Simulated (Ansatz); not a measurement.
Consider the following.

```xyz
6
Lattice="3.5837 0.0000 0.0000 1.7919 3.1036 0.0000 0.0000 0.0000 14.0931" Properties=species:S:1:pos:R:3 pbc="T T T"
Mo     1.7919     1.0345    10.5698
Mo     3.5837     2.0691     3.5233
Te     1.7919     1.0345     1.7438
Te     3.5837     2.0691     8.7904
Te     3.5837     2.0691    12.3493
Te     1.7919     1.0345     5.3028
```

No spin polarisation.

The values are results of r2SCAN+rVV10, PAW, 500 eV (Ansatz, a first-principles code; spin-orbit coupling left out), earlier PAW set, not measurements. Settings: 11×11×3 k-points, 0.05 eV Fermi–Dirac smearing.

Q: What space group does the calculation give?

A: P6_3/mmc (No. 194).

Q: Estimate the mean in-plane stress (compression positive).

A: -1.8 GPa.

The cells carry an imposed strain or load. No phonon test of stability was made. The cell was made from MoTe$_{2}$ in the 2H-MoS2 type structure (space group P6_3/mmc, No. 194; layered, stacked along the Cartesian z axis) by this change: biaxial strain +1.18 %, plane normal [001], relaxed out of plane.
